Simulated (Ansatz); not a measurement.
Structures of equal composition on the (115) surface of diamond: 2 pairs of surface atoms bonded, H on both atoms of one pair (paired C at depth 0.0 Å) alone; 2 pairs of surface atoms bonded, H on both atoms of one pair (paired C at depth 0.7 Å) alone. The slabs share one bottom face, and each structure is named by its start. These are constructed structures in small cells; real faces may alloy, dewet or reconstruct in larger ones, and not all known structures of the face are among them. Slabs of about 12 Å with all that they carry, Fermi-Dirac smearing of 0.025 eV. Bottom of the slabs: built like the top, H on every dangling bond, free. Relaxed from the named starts with such symmetry as they have, on meshes of like density; energies extrapolated to zero smearing; no spin-orbit coupling, no U. Spin-polarised runs, if any, are marked in brackets, and their order is one that fits the cell; the others ran without spin. Where a second, spin-polarised start was run, the lower counts.

The numbers are results of PBE (plane waves to 420 eV, PAW; Ansatz, a program for electronic structure), not measurements.

Question: Put the candidates in order of energy per 1x1 cell, lowest first, for PBE.

Answer: 2 pairs of surface atoms bonded, H on both atoms of one pair (paired C at depth 0.7 Å) alone (0.000 eV [spin start, no net moment], gap 2.04 eV on the mesh), 2 pairs of surface atoms bonded, H on both atoms of one pair (paired C at depth 0.0 Å) alone (0.916 eV [spin, 2.0 μB a cell], gap 0.83 eV on the mesh)
